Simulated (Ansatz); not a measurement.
The starting structures come from a database of crystals and need not be the phases stable at ambient conditions.

By PBEsol, the system below comes out a metal.

Data:

```yaml
crystal:
  lattice:
    - [3.58665, 0.00000, 0.00000]
    - [0.00000, 3.58665, 0.00000]
    - [0.00000, 0.00000, 3.58665]
  atoms:
    - { symbol: Y, position: [0.50000, 0.50000, 0.50000] }
    - { symbol: Au, position: [0.00000, 0.00000, 0.00000] }
```

Space group of this cell: Pm-3m, CsCl type. The cell is taken as given; by PBEsol its mean pressure is -2.8 GPa.

The current flows along the normal of the first two printed cell vectors, the (001) plane of the conventional cell. No spin-orbit coupling; the value is a mean over 0.1 eV about the Fermi level.

Task: State the ballistic conductance per area according to PBEsol in Ansatz (a quantum-chemistry and plane-wave program).

Result: 0.58 × 10¹⁵ S/m² for both spins.
